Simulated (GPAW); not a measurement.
Worked example: self-consistent single point of CaCu₄As₂ (R-3m, 7 atoms in the cell) in GPAW.

Computed with LDA (Perdew-Wang 92), GPAW PAW datasets LDA (gpaw-data 1.0.1) (plane waves; GPAW 25.7.0).

```
CELL_PARAMETERS angstrom
      2.00849     1.15960     7.36538
     -2.00849     1.15960     7.36538
      0.00000    -2.31921     7.36538
ATOMIC_POSITIONS crystal
  Ca 0.00000 0.00000 0.00000
  Cu 0.14454 0.14454 0.14454
  Cu 0.85546 0.85546 0.85546
  Cu 0.56134 0.56134 0.56134
  Cu 0.43866 0.43866 0.43866
  As 0.25217 0.25217 0.25217
  As 0.74783 0.74783 0.74783
```

Reference input (self-consistent single point, DFT PBEsol, plane waves, GPAW PAW datasets PBEsol (made by gpaw-setup)): mode = pw; ecut = 850 eV; xc = PBEsol; kpts = 5 5 5; mesh shift (steps) = 0 0 0; occupations.name = methfessel-paxton; occupations.width = 0.272 eV; occupations.order = 0; nbands = -13; convergence.density = 1e-05 e/electron; symmetry.symmorphic = false; symmetry.tolerance = 0.0005. This run's input differs from it in these lines:

```diff
@@ -18,3 +18,3 @@
 calc = GPAW(mode=PW(850),
-            xc='PBEsol',
+            xc='LDA',
             kpts=(5, 5, 5),
```

Its files differ too (potentials: GPAW PAW datasets LDA (gpaw-data 1.0.1)).

Output (repeated stretches shortened):

```
     iter     time        total  log10-change:
                         energy   eigst   dens
iter:   1 --:--:--   -39.717438
iter:   2 --:--:--   -37.460926   -0.61  -1.20
iter:   3 --:--:--   -34.894858   -0.80  -1.29
iter:   4 --:--:--   -34.745430   -1.68  -1.50
iter:   5 --:--:--   -34.624962   -1.71  -1.59
iter:   6 --:--:--   -34.612994   -2.39  -1.83
iter:   7 --:--:--   -34.546897   -2.22  -1.94
iter:   8 --:--:--   -34.519495   -2.83  -2.64
iter:   9 --:--:--   -34.514055   -3.12  -2.81
iter:  10 --:--:--   -34.517726c  -3.36  -3.03
iter:  11 --:--:--   -34.516447c  -4.99  -3.13
iter:  12 --:--:--   -34.513865c  -3.88  -3.22
iter:  13 --:--:--   -34.513728c  -5.00  -3.33
iter:  14 --:--:--   -34.513529c  -4.67  -3.69
   [... 2 lines left out ...]
iter:  17 --:--:--   -34.513534c  -6.94  -4.26
iter:  18 --:--:--   -34.513518c  -5.73  -4.32
iter:  19 --:--:--   -34.513518c  -6.98  -4.57
iter:  20 --:--:--   -34.513520c  -6.89  -4.68
iter:  21 --:--:--   -34.513520c  -8.33c -4.79
iter:  22 --:--:--   -34.513522c  -6.93  -4.85
iter:  23 --:--:--   -34.513521c  -8.63c -5.22c
Converged after 23 iterations.

Dipole moment: (-0.000000, -0.000000, 0.000000) |e|*Ang

Energy contributions relative to reference atoms: (reference = -321110.616692)

Kinetic:         +0.545254
Potential:       +0.015090
External:        +0.000000
XC:             -34.602884
Entropy (-ST):   -0.061162
Local:           -0.440401
SIC:             +0.000000
--------------------------
Free energy:    -34.544102
Extrapolated:   -34.513521

Showing only first 2 kpts
 Kpt  Band  Eigenvalues  Occupancy
  0    30      8.99601    0.00330
  0    31      9.11309    0.00039
  0    32      9.11309    0.00039
  0    33      9.75475    0.00000

  1    30      6.83932    2.00000
  1    31      7.39574    2.00000
  1    32      9.90215    0.00000
  1    33     10.85893    0.00000

Fermi level: 8.43088

No gap
   [... lines left out ...]
  1 Cu   -0.00000   -0.00000   -0.06662
  2 Cu   -0.00000    0.00000    0.06662
  3 Cu   -0.00000    0.00000    0.01478
  4 Cu    0.00000   -0.00000   -0.01478
  5 As   -0.00000    0.00000    0.42327
  6 As   -0.00000   -0.00000   -0.42327

Stress tensor:
    -0.016448    -0.000000    -0.000000
    -0.000000    -0.016448     0.000000
    -0.000000     0.000000    -0.015425
Stress (GPa, Voigt): [-2.6353 -2.6353 -2.4713  0.     -0.     -0.    ]
```

The run converged in 23 iterations. GPAW prints stress with tension positive. Against the reference run the pressure goes from 7.35 to 2.58 GPa and the largest force goes from 0.615 to 0.423 eV/Å.

The starting cell comes from a database of computed structures (which also holds hypothetical and non-ambient phases and stackings), without a prior relaxation at this level. Its lattice was rescaled by a random factor within 2.5 % of one. Spin polarisation is off. The run gives no clean gap (levels at the Fermi energy touch, overlap or are partly filled at this smearing), which alone does not show that the compound is a metal.

Cost on one core of a shared machine: roughly 4 min.
